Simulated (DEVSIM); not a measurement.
System: abrupt Si p-n junction, at 300 K.

| layer (left to right) | material | thickness (μm) | Nd (cm⁻³) | Na (cm⁻³) | τn (s) | τp (s) |
|---|---|---|---|---|---|---|
| 1 | Si | 0.520 | - | 1.5e15 | 2e-7 | 2e-7 |
| 2 | Si | 0.620 | 2.1e16 | - | 2e-7 | 2e-7 |

Left contact: ohmic. Right contact: ohmic. Voltage is applied to the left contact. Recombination: SRH at mid-gap, radiative. Mobility is μmin + (μ − μmin)/(1 + (N/Nref)^α).

The device is made up for the run: typed textbook-type constants, with dimensions and the other settings drawn at random. Values at 300 K.

```csv
parameter,Si
gap (eV),1.124
affinity (eV),4.05
permittivity,11.7
Nc (cm⁻³),2.86e19
Nv (cm⁻³),3.1e19
μn (cm²/Vs),1417
μp (cm²/Vs),470
"μn,min",52
"μp,min",45
"Nref,n",9.7e16
"Nref,p",2.2e17
αn,0.68
αp,0.72
B (cm³/s),4.7e-15
```

DEVSIM, 1D drift-diffusion, Boltzmann statistics, complete ionisation; no tunnelling, impact ionisation, image-force lowering or self-heating.

**Question.** Tabulate band edges, carrier densities and field at -10.0 V on the left contact.

**Answer.** Energies count from the Fermi level of the right contact; mesh points crowd at the junctions.

| x (μm) | Ec (eV) | Ev (eV) | n (cm⁻³) | p (cm⁻³) | field (V/cm) |
|---|---|---|---|---|---|
| 0.000 | 10.867 | 9.743 | 77000 | 1.5e15 | -130000 |
| 0.01483 | 10.667 | 9.543 | 77000 | 6.5e11 | -140000 |
| 0.03559 | 10.385 | 9.261 | 77000 | 1.2e7 | -140000 |
| 0.07029 | 9.913 | 8.789 | 77000 | 33000 | -140000 |
| 0.1421 | 8.927 | 7.803 | 77000 | 29000 | -140000 |
| 0.2362 | 7.615 | 6.491 | 78000 | 25000 | -140000 |
| 0.3334 | 6.240 | 5.116 | 78000 | 21000 | -140000 |
| 0.4285 | 4.871 | 3.747 | 78000 | 16000 | -140000 |
| 0.4680 | 4.298 | 3.174 | 78000 | 15000 | -150000 |
| 0.4961 | 3.887 | 2.763 | 78000 | 14000 | -150000 |
| 0.5130 | 3.640 | 2.516 | 78000 | 13000 | -150000 |
| 0.5305 | 3.384 | 2.260 | 100000 | 14000 | -140000 |
| 0.5493 | 3.120 | 1.996 | 110000 | 14000 | -140000 |
| 0.5808 | 2.703 | 1.579 | 120000 | 13000 | -130000 |
| 0.6467 | 1.936 | 0.812 | 140000 | 12000 | -110000 |
| 0.7337 | 1.138 | 0.014 | 200000 | 8700 | -78000 |
| 0.8543 | 0.439 | -0.685 | 1.2e12 | 300 | -38000 |
| 0.9675 | 0.205 | -0.919 | 1.0e16 | 850 | -5800 |
| 1.053 | 0.188 | -0.936 | 2.0e16 | 2800 | -350 |
| 1.094 | 0.187 | -0.937 | 2.1e16 | 4100 | -85 |
| 1.120 | 0.187 | -0.937 | 2.1e16 | 4900 | -40 |
| 1.140 | 0.187 | -0.937 | 2.1e16 | 5500 | -32 |
